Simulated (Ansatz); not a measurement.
The starting structures come from a database of crystals and need not be the phases stable at ambient conditions.

 Where the default PAW files enter, the runs use the earlier of Ansatz's two default sets.

Inside the gap of an insulator the Bloch states are evanescent, with a wavenumber k + iκ along the transport direction.

Given:

```
TlCl
1.0
    3.91767     0.00000     0.00000
    0.00000     5.54043     0.00000
    0.00000     2.77021     2.77021
Tl Cl
1 1
Direct
  0.00000   0.00000   0.00000
  0.50000   0.50000   0.00000
```

Space group of this cell: Pm-3m, CsCl type. The cell was relaxed by PBE-D3(BJ); by PBEsol its mean pressure is -2.6 GPa.

Transport runs along the normal of the first two printed cell vectors, the (110) plane of the conventional cell.

The gap is the functional's own. No spin-orbit coupling. Mid-gap values are interpolated on the energy grid.

Problem. Predict the band gap and the smallest decay constant κ at mid-gap from PBEsol (Ansatz, a first-principles code).

Solution. Gap 2.10 eV on a 12×12×12 mesh; κ = 0.185 1/Å, at (0.000, 0.500) of the in-plane reciprocal vectors. At the zone centre, at the nearest computed energy, the slowest state has κ = 0.28 1/Å.
